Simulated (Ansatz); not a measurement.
SnO₂ (model structure, started from the tetragonal ZrO2 type, P4₂/nmc, No. 137, 6 atoms in the cell)

Computed with LDA (PAW; Ansatz, a quantum-chemistry and plane-wave program).

Numerical settings: plane-wave cutoff 520 eV, 10×10×8 k mesh (along the axes of the cell as run), Fermi–Dirac smearing 0.01 eV, scalar-relativistic PAW data made under PBE.

Cell (relaxed at this level):

```yaml
crystal:
  lattice:
    - [3.52888, 0.00000, 0.00000]
    - [0.00000, 3.52888, 0.00000]
    - [0.00000, 0.00000, 5.32827]
  atoms:
    - { symbol: Sn, position: [0.00000, 0.00000, 0.00000] }
    - { symbol: Sn, position: [0.50000, 0.50000, 0.50000] }
    - { symbol: O, position: [0.00000, 0.50000, 0.18409] }
    - { symbol: O, position: [0.00000, 0.50000, 0.68409] }
    - { symbol: O, position: [0.50000, 0.00000, 0.31591] }
    - { symbol: O, position: [0.50000, 0.00000, 0.81591] }
```

```json
{
 "band_gap": "1.12 eV (on the SCF k mesh)",
 "bulk_modulus": "169 GPa"
}
```

Note: the bulk modulus is −V dP/dV from two relaxed cells at ±2 % in volume; the relaxation could raise the start's symmetry but not lower it, so the cell can be a saddle point.

Spin–orbit coupling is not included.

Static lattice: no zero-point or thermal effects.

It cost roughly 110 core-seconds of CPU time.

A model structure was made by putting elements into a prototype or built by hand; it is no filed structure, need not be a known phase, and can be a saddle point held by its symmetry.
